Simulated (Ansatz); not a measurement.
# SiO2 under a change: H on a Si site, symmetric start

The reference is a 9-atom supercell of SiO$_{2}$ (space group P3_121, No. 152; a = 4.921 Å, c = 5.417 Å) at its relaxed geometry.

It is then changed as follows: one Si atom is replaced by H, atoms relaxed at fixed cell.

Calculations: r2SCAN (Ansatz, an electronic-structure program), scalar-relativistic without spin-orbit coupling. k-mesh 7×7×7 (Γ-centred); smearing 0.01 eV (Fermi–Dirac).

```csv
quantity,base,changed,shift
pressure,0.0 GPa,-1.3 GPa,-1.3 GPa
energy gained by relaxation,–,1.98 eV,–
largest displacement of a host atom from its site in the perfect cell,–,0.77 Å,–
```

Final structure:

```
CELL_PARAMETERS angstrom
      4.92134     0.00000     0.00000
     -2.46067     4.26201     0.00000
     -2.46067    -4.26201     5.41708
ATOMIC_POSITIONS crystal
  H  0.50037 0.83333 0.83333
  Si 0.11063 0.57983 0.17115
  Si 0.02632 0.08684 0.49551
  O  0.24068 0.20657 0.77673
  O  0.75129 0.12386 0.04818
  O  0.15243 0.92275 0.34802
  O  0.92404 0.46010 0.88994
  O  0.54832 0.74391 0.31865
  O  0.24592 0.54280 0.61849
```

The magnetic state is the one reached from the starting moments; the real material's order can differ, and small cells can't hold many antiferromagnetic ones. In so small a cell the defect repeats every few ångströms: this is an ordered compound, not a dilute defect. The defect started on the symmetric site and kept its symmetry, so it may sit on a saddle. The defect cell is spin-polarised and ends with 3.0 μB.
